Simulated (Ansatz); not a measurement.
**Ru, response to strain**

The reference is Ru in the hcp (Mg type) structure (space group P6_3/mmc, No. 194; a = 2.706 Å, c = 4.265 Å; relaxed with 0.1 eV smearing). Axes: x lies along a and z along c of the hexagonal cell.

Strains are applied to the cell and any free atomic positions relax; under biaxial strain the out-of-plane vector relaxes too; under stress the whole cell relaxes.

All numbers come from r2SCAN (Ansatz, a program for electronic structure), no SOC, earlier PAW set.

Notes on the quantities. pressure: mean of the normal stresses, compression positive.

| variant | pressure | shortest interatomic distance | space group |
|---|---|---|---|
| base | 0.0 GPa | 2.643 Å | P6_3/mmc (No. 194) |
| biaxial strain −2.62 %, plane normal [001], relaxed out of plane | 14.3 GPa | 2.635 Å | P6_3/mmc (No. 194) |
| biaxial strain −1.87 %, plane normal [001], relaxed out of plane | 9.8 GPa | 2.644 Å | P6_3/mmc (No. 194) |
| biaxial strain −0.83 %, plane normal [001], relaxed out of plane | 4.1 GPa | 2.644 Å | P6_3/mmc (No. 194) |
| biaxial strain −0.55 %, plane normal [001], relaxed out of plane | 2.7 GPa | 2.644 Å | P6_3/mmc (No. 194) |
| biaxial strain +0.54 %, plane normal [001], relaxed out of plane | -2.4 GPa | 2.643 Å | P6_3/mmc (No. 194) |
| uniaxial strain ε_xx = +5.47 % | -14.7 GPa | 2.653 Å | Cmcm (No. 63) |
| uniaxial strain ε_yy = +1.08 % | -3.4 GPa | 2.647 Å | Cmcm (No. 63) |
| tensor shear ε_xy = +2.26 % | 0.6 GPa | 2.634 Å | P2_1/m (No. 11) |
| uniaxial stress, 1 GPa tension along z | – | 2.646 Å | P6_3/mmc (No. 194) |

Stability under load was not tested beyond the relaxation. The final runs are not spin-polarised.
